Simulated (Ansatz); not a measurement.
An Ansatz (a first-principles code) input (Kohn–Sham DFT with the r2SCAN functional, run in Ansatz with PAW and 500 eV plane waves, no spin-orbit coupling):

Ansatz 0.2 input:
```yaml
crystal:
  lattice:
    - [-1.9090610551, 1.8805874565, 4.740090118]
    - [1.9090610551, -1.8805874565, 4.740090118]
    - [1.9090610551, 1.8805874565, -4.740090118]
  atoms:
    - { symbol: Ti, position: [0.4984203328, 0.4984203328, 0] }
    - { symbol: Ti, position: [0.2515796672, 0.7515796672, 0.5] }
    - { symbol: O, position: [0.2915538803, 0.2915538803, 0] }
    - { symbol: O, position: [0.0414317599, 0.5414317599, 0.5] }
    - { symbol: O, position: [0.4584461197, 0.9584461197, 0.5] }
    - { symbol: O, position: [0.7085682401, 0.7085682401, 0] }
basis: { ecutwfc: 500, ecutrho_ratio: 4, xc_grid: 4, fft_grid_basis: typed }
kpoints: { mp_grid: { grid: [12, 12, 12] } }
hamiltonian:
  xc: r2scan
  dispersion: none
  pseudopotentials: { kind: paw }
scf: { occupations: { method: fermi_dirac, width: 0.05 }, convergence: { dr2_threshold: 0.0000000006 } }
output: { forces: true, stress: true }
checkpoint: { write: state.ck, write_every: 1000 }
```

### Question
Which symmetry and how many k-points will the program report, and about how many plane waves at Γ?

### Answer
Space group Imma (ITA 74) with 8 operations, k-points 280 of 1728, and 1693 plane waves at Γ.

### Question
And the final pressure?

### Answer
0.59 GPa (compression positive).

Single points use the geometry relaxed with PBEsol. Load acts through the strain it causes; cell and atoms are relaxed under it. Beyond what the load breaks, stability against distortions was not tested. All final runs are without spin polarisation. The cell was made from TiO₂ in the anatase structure (space group I4_1/amd, No. 141) by this change: uniaxial stress, 3 GPa tension along x.
